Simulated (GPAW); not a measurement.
Worked example: self-consistent single point of Ba3Te (I4/mmm, 4 atoms in the cell) in GPAW.

Method of the run: PBEsol, GPAW PAW datasets PBEsol (made by gpaw-setup) (plane waves; GPAW 25.7.0).

```
CELL_PARAMETERS angstrom
     -2.63485     2.63485     6.59543
      2.63485    -2.63485     6.59543
      2.63485     2.63485    -6.59543
ATOMIC_POSITIONS crystal
  Ba 0.75000 0.25000 0.50000
  Ba 0.25000 0.75000 0.50000
  Ba 0.50000 0.50000 0.00000
  Te 0.00000 0.00000 0.00000
```

Reference input (self-consistent single point, DFT PBEsol, plane waves, GPAW PAW datasets PBEsol (made by gpaw-setup)): mode = pw; ecut = 600 eV; xc = PBEsol; kpts = 6 6 6; mesh shift (steps) = 0 0 0; occupations.name = methfessel-paxton; occupations.width = 0.272 eV; occupations.order = 0; nbands = -8; convergence.density = 1e-05 e/electron; symmetry.symmorphic = false; symmetry.tolerance = 0.0005. This run's input differs from it in these lines:

```diff
@@ -16,3 +16,3 @@
             xc='PBEsol',
-            kpts={'size': (6, 6, 6), 'gamma': True},
+            kpts={'size': (4, 4, 4), 'gamma': True},
             occupations={'name': 'methfessel-paxton', 'width': 0.272, 'order': 0},
```

Log, with long lists cut:

```
     iter     time        total  log10-change:
                         energy   eigst   dens
iter:   1 --:--:--   -11.707824
iter:   2 --:--:--   -12.483555   -0.86  -1.16
iter:   3 --:--:--   -12.551192   -1.65  -1.16
iter:   4 --:--:--   -12.247062   -2.05  -1.16
iter:   5 --:--:--   -12.311907   -2.08  -1.47
iter:   6 --:--:--   -12.162769   -2.00  -1.45
iter:   7 --:--:--   -12.140981   -2.66  -1.71
iter:   8 --:--:--   -12.138121   -3.15  -1.92
iter:   9 --:--:--   -12.139150c  -2.93  -2.05
iter:  10 --:--:--   -12.136833c  -3.59  -2.29
iter:  11 --:--:--   -12.136576c  -3.82  -2.40
iter:  12 --:--:--   -12.136959c  -4.70  -2.71
   [... lines left out ...]
iter:  14 --:--:--   -12.136963c  -5.85  -3.10
iter:  15 --:--:--   -12.136842c  -6.28  -3.51
iter:  16 --:--:--   -12.136880c  -7.01  -3.88
iter:  17 --:--:--   -12.136886c  -7.64c -4.03
iter:  18 --:--:--   -12.136876c  -7.94c -4.05
iter:  19 --:--:--   -12.136869c  -8.15c -4.07
iter:  20 --:--:--   -12.136865c  -8.92c -4.16
iter:  21 --:--:--   -12.136864c  -8.98c -4.19
   [... 2 lines left out ...]
iter:  24 --:--:--   -12.136861c  -9.62c -4.53
iter:  25 --:--:--   -12.136868c  -8.90c -4.57
iter:  26 --:--:--   -12.136869c  -9.69c -4.86
iter:  27 --:--:--   -12.136868c  -9.43c -4.91
iter:  28 --:--:--   -12.136869c  -9.89c -5.03c
Converged after 28 iterations.

Dipole moment: (0.000000, 0.000000, -0.000000) |e|*Ang

Energy contributions relative to reference atoms: (reference = -848284.092659)

Kinetic:         +2.992587
Potential:       +4.182747
External:        +0.000000
XC:             -19.290308
Entropy (-ST):   -0.154028
Local:           +0.055119
SIC:             +0.000000
--------------------------
Free energy:    -12.213883
Extrapolated:   -12.136869

Showing only first 2 kpts
 Kpt  Band  Eigenvalues  Occupancy
  0    16      4.77571    2.00000
  0    17      6.21694    1.99856
  0    18      6.71550    1.44750
  0    19      6.73469    1.37886

  1    16      5.89126    2.00000
  1    17      7.01160    0.34440
  1    18      7.01478    0.33604
  1    19      7.04528    0.26245

Fermi level: 6.82975

No gap
No difference between direct/indirect transitions
Energy (eV): -12.136869

Forces in eV/Ang:
  0 Ba    0.00000   -0.00000    0.00000
  1 Ba   -0.00000    0.00000    0.00000
  2 Ba   -0.00000    0.00000    0.00000
  3 Te    0.00000    0.00000   -0.00000

Stress tensor:
     0.005227     0.000000     0.000000
     0.000000     0.005227    -0.000000
     0.000000    -0.000000     0.008843
Stress (GPa, Voigt): [ 0.8375  0.8375  1.4168 -0.      0.      0.    ]
```

The run converged in 28 iterations. GPAW prints stress with tension positive. Against the reference run the free energy goes down by 2.5 meV/atom and the pressure moves little (-0.98 to -1.03 GPa).

The starting cell comes from a database of computed structures (which also holds hypothetical and non-ambient phases and stackings), without a prior relaxation at this level. Its lattice was rescaled by a random factor within 2.5 % of one. The run gives no clean gap (levels at the Fermi energy touch, overlap or are partly filled at this smearing), which alone does not show that the compound is a metal.

Cost on one core of a shared machine: roughly 3 min.
